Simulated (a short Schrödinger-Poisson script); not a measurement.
System: single Ge/Si0.15Ge0.85 quantum well.

```tsv
layer	material	thickness (nm)
1	Si0.15Ge0.85	20
2	Ge	7.5
3	Si0.15Ge0.85	20
```

The device is made up for the run: typed textbook-type constants, with dimensions and the other settings drawn at random. Ge: direct gap (eV) 0.88, conduction-band edge (eV) 0, electron mass (mₑ) 0.041, heavy-hole mass 0.21, light-hole mass 0.046. Si0.15Ge0.85: direct gap (eV) 1.36, conduction-band edge (eV) 0.4, electron mass (mₑ) 0.053, heavy-hole mass 0.24, light-hole mass 0.06.

The valence-band edge of each layer lies one gap below its conduction-band edge. The electron's potential energy rises along the stack by the applied field. Mesh 0.03 nm at interfaces.

Task: Estimate e1 and hh1 for infinitely high walls at zero field, and compare with the finite well.

Result: ħ²π²/(2mL²) gives 163.0 meV for the electron and 31.8 meV for the heavy hole. The finite well gives 75.5 and 15.3 meV, 0.46 and 0.48 of the estimates, as the states reach into the barriers (6 % of e1 lies outside the well).

Solved with a short Schrödinger-Poisson script written for these runs: one-band effective-mass equation with BenDaniel-Duke matching, electrons, heavy and light holes apart, hard walls at the outer ends, one valence edge for both holes (no strain splitting), no charge, excitons, band mixing or non-parabolicity; under a field the levels are quasi-bound states of a box, listed while three quarters of their weight lies within 4 nm of the wells.
